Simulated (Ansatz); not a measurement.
Results of r²SCAN+rVV10 (Ansatz, an electronic-structure program, plane waves, PAW) for MgS (P6₃mc, No. 186, 4 atoms in the cell; start mp-1185942; a measured phase of this formula has another space group).

Numerical settings: plane-wave cutoff 560 eV, 12×12×6 k mesh (along the axes of the cell as run), Fermi–Dirac smearing 0.01 eV, scalar-relativistic PAW data made under PBE.

Computed at the level's own relaxed cell.

```xyz
4
Lattice="4.0187 0.0000 0.0000 -2.0093 3.4803 0.0000 0.0000 0.0000 6.4334" Properties=species:S:1:pos:R:3 pbc="T T T"
Mg     2.0093     1.1601     3.1972
Mg     0.0000     2.3202     6.4139
S      0.0000     2.3202     2.4319
S      2.0093     1.1601     5.6486
```

Q: List the 10 lowest band energies at Γ above −25 eV (eV, relative to the valence band maximum), grouping those that round alike.

A: At Γ: -11.89, -11.13, -3.28, -0.55 (×2), -0.12 (×2), 0.00, 4.12, 5.40.

A start named mp-… is a Materials Project structure, which need not be a measured phase.
